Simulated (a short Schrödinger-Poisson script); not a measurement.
Solved with a short Schrödinger-Poisson script written for these runs: 1D Poisson equation in equilibrium, electrons quantum, Hartree plus LDA exchange-correlation (BenDaniel-Duke, 40 states a valley, the channel's in-plane mass for all, wave functions free to enter the barrier), parabolic valleys, classical holes, donors ionised by Fermi statistics, acceptors fully, no traps, pinning or gate leakage.

Structure: gated Al0.3Ga0.7As/GaAs modulation-doped gas, at 20 K.

From the gate side: 8 nm Al0.3Ga0.7As; 40 nm Al0.3Ga0.7As, donors 1.3e18 cm⁻³; 10 nm Al0.3Ga0.7As; 6000 nm GaAs, acceptors 2e15 cm⁻³.

Constants are typed, rounded textbook-type inputs, not results; the design itself was drawn at random and stands for no fabricated device. Al0.3Ga0.7As: permittivity 12.05, conduction-band edge (eV) 0.237, gap (eV) 1.798, electron mass (mₑ) 0.0919, Nv at 300 K (cm⁻³) 9e18. GaAs: permittivity 12.9, conduction-band edge (eV) 0, gap (eV) 1.424, Nv at 300 K (cm⁻³) 9e18.

Channel valleys (confinement mass, in-plane density-of-states mass, number): Γ 0.067, 0.067, 1. At the gate the conduction-band edge of layer 1 lies 0.99 eV − eVg above the Fermi level of the channel; the field vanishes at the back. Donor level 0.006 eV below the band edge. The barrier under the gate holds no holes. Gaps are held at their typed values at every temperature. Mesh 0.08 nm at interfaces.

Give the centroid of the channel electrons at Vg = 0.5 V (nm); the sheet density of all electrons at Vg = -1 V (cm⁻²); the gate voltage at 1e11 electrons/cm² (V).

centroid of the channel electrons at Vg = 0.5 V (nm): 5.33; sheet density of all electrons at Vg = -1 V (cm⁻²): 2.38e11; gate voltage at 1e11 electrons/cm² (V): -1.12.
